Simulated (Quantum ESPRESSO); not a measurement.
A self-consistent single point of H8PtO6 (P1, 30 atoms in the cell) with Quantum ESPRESSO.

Computed with PBEsol-D3(BJ) with three-body term, GBRV 1.5 ultrasoft (PBESOL) pseudopotentials (plane waves; Quantum ESPRESSO).

```yaml
crystal:
  lattice:
    - [5.59690, 0.00000, 0.00000]
    - [1.11211, 5.59872, 0.00000]
    - [0.74513, 0.14925, 7.45204]
  atoms:
    - { symbol: H, position: [0.91160, 0.27980, 0.23879] }
    - { symbol: H, position: [0.74354, 0.98537, 0.27303] }
    - { symbol: H, position: [0.86433, 0.61011, 0.84862] }
    - { symbol: H, position: [0.15467, 0.48522, 0.82527] }
    - { symbol: H, position: [0.27147, 0.92599, 0.75034] }
    - { symbol: H, position: [0.46687, 0.46854, 0.00314] }
    - { symbol: H, position: [0.20522, 0.39711, 0.10713] }
    - { symbol: H, position: [0.57751, 0.81272, 0.63032] }
    - { symbol: H, position: [0.55096, 0.69563, 0.43828] }
    - { symbol: H, position: [0.75822, 0.60326, 0.09623] }
    - { symbol: H, position: [0.38391, 0.21401, 0.59030] }
    - { symbol: H, position: [0.42568, 0.20480, 0.37497] }
    - { symbol: H, position: [0.17394, 0.84639, 0.20095] }
    - { symbol: H, position: [0.03636, 0.93894, 0.48296] }
    - { symbol: H, position: [0.95654, 0.02606, 0.97789] }
    - { symbol: H, position: [0.85632, 0.17151, 0.70441] }
    - { symbol: Pt, position: [0.99938, 0.49598, 0.50143] }
    - { symbol: Pt, position: [0.50680, 0.00025, 0.00009] }
    - { symbol: O, position: [0.96792, 0.43191, 0.24171] }
    - { symbol: O, position: [0.56767, 0.00888, 0.25978] }
    - { symbol: O, position: [0.02811, 0.59165, 0.75938] }
    - { symbol: O, position: [0.42329, 0.99041, 0.73967] }
    - { symbol: O, position: [0.34106, 0.35918, 0.00179] }
    - { symbol: O, position: [0.64370, 0.66281, 0.54501] }
    - { symbol: O, position: [0.66409, 0.65069, 0.98901] }
    - { symbol: O, position: [0.35470, 0.32253, 0.48037] }
    - { symbol: O, position: [0.19075, 0.88192, 0.06708] }
    - { symbol: O, position: [0.12557, 0.79407, 0.41256] }
    - { symbol: O, position: [0.81333, 0.13032, 0.92303] }
    - { symbol: O, position: [0.88868, 0.18497, 0.56926] }
```

Reference input (self-consistent single point, DFT, PBEsol, plane waves, GBRV 1.5 ultrasoft (PBESOL) pseudopotentials): ecutwfc = 40 Ry; ecutrho = 320 Ry; occupations = fixed; potentials = {H: h_pbesol_v1.4.uspp.F.UPF, Pt: pt_pbesol_v1.4.uspp.F.UPF, O: o_pbesol_v1.2.uspp.F.UPF}; K_POINTS = automatic 4 4 2 1 1 1; nbnd = 68; conv_thr = 1e-10 Ry. This run's input differs from it in these lines:

```diff
@@ -16,2 +16,5 @@
   nbnd = 68
+  vdw_corr = 'grimme-d3'
+  dftd3_version = 4
+  dftd3_threebody = .true.
 /
```

The program printed (abridged):

```
     Self-consistent Calculation

     iteration #  1     ecut=    40.00 Ry     beta= 0.70

     negative rho (up, down):  3.371E-01 0.000E+00

     total energy              =    -822.86441900 Ry
     estimated scf accuracy    <       6.99260685 Ry

     iteration #  2     ecut=    40.00 Ry     beta= 0.70

     negative rho (up, down):  3.528E-01 0.000E+00

     total energy              =    -822.73601778 Ry
     estimated scf accuracy    <      21.09500137 Ry

     iteration #  3     ecut=    40.00 Ry     beta= 0.70

     negative rho (up, down):  3.519E-01 0.000E+00

     total energy              =    -826.49437276 Ry
     estimated scf accuracy    <       1.39529693 Ry

   [... 11 blocks of this kind left out ...]

     iteration # 15     ecut=    40.00 Ry     beta= 0.70

     negative rho (up, down):  3.506E-01 0.000E+00

     total energy              =    -826.60026569 Ry
     estimated scf accuracy    <          9.5E-10 Ry

     iteration # 16     ecut=    40.00 Ry     beta= 0.70

     negative rho (up, down):  3.506E-01 0.000E+00
     End of self-consistent calculation

     highest occupied, lowest unoccupied level (ev):     4.0323    5.6947

!    total energy              =    -826.60026569 Ry
     estimated scf accuracy    <          9.5E-11 Ry

     DFT-D3 Dispersion         =      -0.11685060 Ry

     convergence has been achieved in  16 iterations

     negative rho (up, down):  3.506E-01 0.000E+00

     Forces acting on atoms (cartesian axes, Ry/au):

     atom    1 type  1   force =    -0.00787806   -0.01722964    0.00200129
     atom    2 type  1   force =     0.01952020   -0.00418995   -0.00001182
     atom    3 type  1   force =    -0.00667134    0.00149751    0.00500110
     atom    4 type  1   force =     0.01328020   -0.01345536    0.00823884
     atom    5 type  1   force =    -0.01928760   -0.00417996    0.00351178
   [... lines left out ...]
     Total force =     0.115442     Total SCF correction =     0.000015
   [... lines left out ...]

     negative rho (up, down):  3.506E-01 0.000E+00
          total   stress  (Ry/bohr**3)                   (kbar)     P=      -38.22
  -0.00024624   0.00000668   0.00001271          -36.22        0.98        1.87
   0.00000668  -0.00028255   0.00000017            0.98      -41.57        0.02
   0.00001271   0.00000017  -0.00025074            1.87        0.02      -36.88

   JOB DONE.
```

The run converged in 16 iterations. Against the reference run the pressure goes from -2.83 to -3.82 GPa, the largest force hardly changes (0.817 to 0.816 eV/Å) and the gap on the mesh stays at 1.662 eV.

The starting cell comes from a database of computed structures (which also holds hypothetical and non-ambient phases and stackings), without a prior relaxation at this level. Spin-orbit coupling is off. With a pressure of about -4 GPa the cell is away from its equilibrium volume at this level. The shifted mesh does not hold Γ, so a gap read on it misses any band edge there.

Cost on one core of a shared machine: roughly 7 min.
